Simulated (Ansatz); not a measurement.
A computed series for IrO2: pressure series

Base system: IrO2 in the rutile structure (space group P4_2/mnm, No. 136; a = 4.529 Å, c = 3.180 Å).

Cell and atoms are relaxed at each pressure.

The values are results of PBE, PAW, 420 eV (Ansatz, an electronic-structure program; scalar-relativistic without spin-orbit coupling), earlier PAW set, not measurements.

```tsv
pressure (GPa)	volume per atom (Å³/atom)
-2	10.957
-1	10.914
0	10.872
0.3	10.861
0.7	10.844
1.5	10.812
3	10.752
5	?
7.5	10.584
```

Q: Fit the third-order Birch–Murnaghan form P(V) = (3B₀/2)[(V₀/V)^(7/3) − (V₀/V)^(5/3)]·[1 + (3/4)(B₀′ − 4)((V₀/V)^(2/3) − 1)] (squares taken in P) to the rows shown and predict the withheld row.

A: Least squares on the printed values gives V₀ = 10.873 Å³/atom, B₀ = 263 GPa, B₀′ = 4.2; this predicts 10.676 Å³/atom, and the run gives 10.676 Å³/atom, in agreement.

Load acts through the strain it causes; cell and atoms are relaxed under it. Whether these cells are dynamically stable was not tested. Competing high-pressure phases were not computed. No Hubbard U is applied, and correlation can decide whether such a compound is a metal. The final runs are not spin-polarised.
